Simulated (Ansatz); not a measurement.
Take Al₂O₃ in the corundum structure (space group R-3c, No. 167; a = 4.774 Å, c = 13.015 Å (hexagonal axes)) as the base. Axes: x lies along a and z along c of the hexagonal cell.

The values are results of PBEsol (Ansatz, a quantum-chemistry and plane-wave program), scalar-relativistic without spin-orbit coupling, not measurements.

For the base:

The pressure is 0.00 GPa.

Modification: tensor shear ε_xz = +0.80 % (engineering shear γ = 0.0160), atoms relaxed at fixed cell.

How does this affect the energy relative to the base?

The energy goes up by 1.0 meV/atom.

Estimate the effect on the pressure.

The pressure (mean of the normal stresses, compression positive) goes from zero to 0.07 GPa.

The cells carry an imposed strain or load. Whether these cells are dynamically stable was not tested.
